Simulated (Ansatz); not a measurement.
Consider KCl in the rock salt structure (space group Fm-3m, No. 225).

```
CELL_PARAMETERS angstrom
      0.00000     3.12135     3.12135
      3.12135     0.00000     3.12135
      3.12135     3.12135     0.00000
ATOMIC_POSITIONS crystal
  K  0.00000 0.00000 0.00000
  Cl 0.50000 0.50000 0.50000
```

Method: PBEsol (Ansatz, a first-principles code; PAW; 420 eV plane waves; no SOC).

Strains are applied to the cell and any free atomic positions relax.

One change was made to it. Results:

| quantity | base | after |
|---|---|---|
| pressure | 0.01 GPa | -0.94 GPa |
| energy relative to the base (free energy F) | 0 meV/atom | +5.7 meV/atom |
| electron mass | 0.43 mₑ (at Γ) | 0.44 mₑ (at Γ) |
| mean gap deformation potential ΔEg/Δln V | – | -3.1 eV |

### Question
What was done to the base?
A. isotropic strain −1.00 %
B. isotropic strain −0.50 %
C. isotropic strain +2.00 %
D. isotropic strain +2.50 %

### Answer
C, isotropic strain +2.00 %. For comparison, the energy relative to the base in the other runs: isotropic strain +2.50 % gives +8.8 meV/atom; isotropic strain −0.50 % gives +0.4 meV/atom; isotropic strain −1.00 % gives +1.7 meV/atom.

Masses are band curvatures over ±0.01 Å⁻¹ around the edge. No phonon test of stability was made.
